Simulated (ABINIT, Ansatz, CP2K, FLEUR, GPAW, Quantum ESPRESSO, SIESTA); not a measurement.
**Code comparison for BaZrO3 (Pm-3m, 5 atoms in the cell)**

Self-consistent single point, at a second geometry (lattice scaled by 0.98). First geometry:

```yaml
crystal:
  lattice:
    - [4.19000, 0.00000, 0.00000]
    - [0.00000, 4.19000, 0.00000]
    - [0.00000, 0.00000, 4.19000]
  atoms:
    - { symbol: Ba, position: [0.00000, 0.00000, 0.00000] }
    - { symbol: Zr, position: [0.50000, 0.50000, 0.50000] }
    - { symbol: O, position: [0.50000, 0.00000, 0.50000] }
    - { symbol: O, position: [0.00000, 0.50000, 0.50000] }
    - { symbol: O, position: [0.50000, 0.50000, 0.00000] }
```

Shared settings, as Ansatz (a program for electronic structure) writes them: kpoints.mp_grid.grid = 8 8 8; scf.occupations.method = fermi_dirac; scf.occupations.width = 0.02 eV. Potentials and cutoffs stand in the table.

```tsv
code	model	ΔF from the first geometry (meV/atom)	pressure (GPa)	gap on the mesh (eV)	cutoff
SIESTA	GGA PBE, numerical atomic orbitals DZP, PseudoDojo PBE standard norm-conserving potentials (rewritten from UPF to PSML)	73.4	20.46	3.330	grid 300 Ry
Quantum ESPRESSO	PBE, PSlibrary PAW (PBE) pseudopotentials	56.0	16.29	3.337	55 Ry
CP2K	PBE, GPW, DZVP-MOLOPT-PBE-GTH basis, GTH-PBE potentials (POTENTIAL_UZH)	68.4	19.12	3.262	grid 500 Ry
ABINIT	PBE, norm-conserving pseudopotentials (PseudoDojo nc-sr-05 PBE standard)	50.7	15.42	3.384	42 Ha
FLEUR	PBE, all-electron FLAPW (FLEUR), scalar-relativistic valence	52.1	–	3.376	Kmax 4.6 1/bohr
GPAW	PBE, GPAW PAW datasets PBE (gpaw-data 1.0.1)	51.1	–	3.332	900 eV
Ansatz	PBE, default PAW files	52.4	15.27	3.378	420 eV
```

For Ansatz (by 0.5 GPa) the energy change implies a higher mean pressure, against the two pressures, than for the other programs: a sign of finite-basis (Pulay) stress.

A dash marks a value that a program does not give, or that is left out as unsure.

Gaps are read on the mesh.

The spread over the programs that give each value: ΔF from the first geometry within 22.7 meV/atom; pressure within 5.19 GPa; gap on the mesh within 0.122 eV.

SIESTA and CP2K use small atom-centred bases, whose incompleteness enters pressures, forces and empty levels differently from a plane-wave cutoff. FLEUR treats all electrons, but the usual bases taken here (sphere radii, linearisation, local orbitals, empty states) were not tested for convergence, so the values are no reference for the others. Ansatz's pressure is given at a fixed set of plane waves, as the other plane-wave codes print theirs; with its correction for the finite basis it is 15.80 GPa (the shift of 0.52 GPa shows how far the cutoff is from converged). The pressure of GPAW is left out: its cutoff lies under the one at which its stress was checked. In the pressure, SIESTA (by 5.04) and CP2K (by 3.70) lie more than 1 GPa from the median of the plane-wave programs.

The starting cell has typed, rounded lattice constants, without a prior relaxation at this level. For this run, on top of that: lattice scaled by 0.98.

Keys are those of Ansatz 0.2.
